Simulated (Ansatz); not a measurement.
The parent structure is GaN in the zinc blende structure (space group F-43m, No. 216; a = 4.4982 Å). Axes: x, y, z lie along the cube axes.

The values are results of Ansatz (a program for electronic structure), r2SCAN, PAW, cutoff 500 eV, no SOC, earlier PAW set, not measurements.

For the base:

- Valence-band top at Γ = 0.00, 0.00, 0.00 eV
- Band gap = 2.17 eV
- Shortest interatomic distance = 1.948 Å
- Electron mass = 0.17 mₑ (at Γ)

It is then changed as follows: uniaxial stress, 1 GPa tension along z, with the cell and atoms free to relax against it.

Question: Estimate the effect on the strain response.

Answer: The strain response (xx, yy, zz) comes out as (−0.19, −0.19, +0.55) %.

Question: What happens to the valence-band top at Γ?

Answer: The valence-band top at Γ (three highest levels, from the VBM) goes from 0.00, 0.00, 0.00 eV to 0.00, 0.00, -0.04 eV.

Question: What happens to the band gap?

Answer: The band gap decreases by 0.02 eV, from 2.17 eV to 2.15 eV.

Question: How does this affect the shortest interatomic distance?

Answer: The shortest interatomic distance stays essentially unchanged (1.948 Å against 1.949 Å).

Question: What does the calculation give for the electron mass after the change?

Answer: The electron mass stays 0.17 mₑ (at Γ).

Masses are band curvatures over ±0.01 Å⁻¹ around the edge. Beyond what the load breaks, stability against distortions was not tested. This is not the structure that GaN has at room temperature and ambient pressure.
